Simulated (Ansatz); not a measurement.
Base system: Bi₂Se₃ in the Bi2Te3 type structure (space group R-3m, No. 166; a = 4.081 Å, c = 27.666 Å (hexagonal axes)).

The change: a free-standing slab of 1 layer (5 atoms, 5 a layer) is cut normal to the stacking axis, with 15 Å of vacuum and the in-plane cell relaxed.

Levels (all Ansatz, a first-principles code, PAW): PBEsol-D3(BJ) (420 eV, spin-orbit coupling left out); r2SCAN (500 eV, no spin-orbit coupling); HSE06 (420 eV, spin-orbit coupling left out).

At the geometry relaxed with PBEsol-D3(BJ), these levels gave the following band gaps, in shuffled order: (a) 1.31 eV, (b) 1.49 eV, (c) 0.92 eV.

Problem. Match each gap to its level.

Solution. (a) r2SCAN; (b) HSE06; (c) PBEsol-D3(BJ).

Single points use the geometry relaxed with PBEsol-D3(BJ). The hybrid gap comes from the SCF mesh plus the semilocal run's edge points and a few special points and is an upper bound. Spin-orbit coupling, missing from the scalar runs, can matter with Bi. Stability against distortions was not tested. The final runs are not spin-polarised.
